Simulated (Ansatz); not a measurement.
HfS2, pressure series

Consider HfS2 in the CdI2 type structure (space group P-3m1, No. 164; a = 3.547 Å, c = 5.577 Å; layered, stacked along the Cartesian z axis).

Cell and atoms are relaxed at each pressure.

Levels (all Ansatz, a first-principles code, PAW): PBEsol-D3(BJ) (420 eV, no spin-orbit coupling); HSE06 (420 eV, no SOC).

Band gaps by level, all at the geometries relaxed with PBEsol-D3(BJ):

```
case              PBEsol-D3(BJ)       HSE06
----------------  -------------  ----------
base                    0.45 eV     1.30 eV
pressure −2 GPa         0.80 eV  (withheld)
pressure −1 GPa         0.60 eV  (withheld)
pressure 1.8 GPa        0.24 eV  (withheld)
pressure 4.2 GPa           zero     0.80 eV
```

**Question.** What belongs in the blanks?

**Answer.** 
- pressure −2 GPa, HSE06: 1.70 eV
- pressure −1 GPa, HSE06: 1.47 eV
- pressure 1.8 GPa, HSE06: 1.06 eV

Single points use the geometry relaxed with PBEsol-D3(BJ). The hybrid gap comes from the SCF mesh plus the semilocal run's edge points and a few special points and is an upper bound. Spin-orbit coupling, missing from the scalar runs, can matter with Hf. Load acts through the strain it causes; cell and atoms are relaxed under it. Stability against distortions was not tested. The final runs are not spin-polarised. Gaps under 0.05 eV, about the width of the smearing, are given as zero. A zero or small gap of HfS2 under pressure 1.8 GPa and HfS2 under pressure 4.2 GPa can be the functional's error rather than a property of the material.
